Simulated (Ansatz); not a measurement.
Pt in the fcc (Cu type) structure (space group Fm-3m, No. 225)

Space group Fm-3m (No. 225); a = 3.918 Å, b = 3.918 Å, c = 3.918 Å, α = 90.00°, β = 90.00°, γ = 90.00°

| atom | site | symmetry | x | y | z |
|---|---|---|---|---|---|
| Pt | 4a | m-3m | 0.0000 | 0.0000 | 0.0000 |
(The calculation used a cell of 1 atom; values per cell refer to that cell.)

The values are results of Ansatz (a first-principles code) PBEsol, no spin-orbit coupling, earlier PAW set, not measurements. Settings: 20×20×20 k-points, 0.05 eV Fermi–Dirac smearing.

| Item | Result |
|---|---|
| Volume per atom | 15.04 Å³ |
| Density | 21.54 g/cm³ |
| Band gap | zero |
| Total energy | -12385.386 eV/atom (σ→0; compares only within this code and set-up) |

Stability against distortions was not tested. All final runs are without spin polarisation.
